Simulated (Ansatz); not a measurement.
Take SnO₂ in the rutile structure (space group P4_2/mnm, No. 136; a = 4.8276 Å, c = 3.2379 Å) as the base.

(Cell as relaxed with PBE.)

Levels (all Ansatz, a program for electronic structure, PAW, earlier PAW set): PBE (420 eV, no spin-orbit coupling); r2SCAN (500 eV, no spin-orbit coupling).

Each level relaxes its own structure.

```csv
quantity,PBE,r2SCAN
volume per atom,12.58 Å³,12.08 Å³
lattice parameter a,4.828 Å,4.759 Å
lattice parameter c,3.238 Å,3.200 Å
band gap,0.68 eV,1.79 eV
gap character,direct at Γ,direct at Γ
electron mass,"0.16 mₑ along c, 0.17 mₑ across","0.20 mₑ along c, 0.23 mₑ across"
```

PBE's volume per atom lies 0.50 Å³ above r2SCAN's (4.1 %); PBE's lattice parameter a lies 0.069 Å above r2SCAN's (1.5 %); PBE's lattice parameter c lies 0.038 Å above r2SCAN's (1.2 %); PBE's band gap lies 1.11 eV below r2SCAN's; the two agree on the gap character. Neither level is exact; r2SCAN is the comparison here, not a measurement.

Effective masses come from finite differences of ±0.01 Å⁻¹. Stability against distortions was not tested. The base started in Pnnm and relaxed to P4_2/mnm at this level.
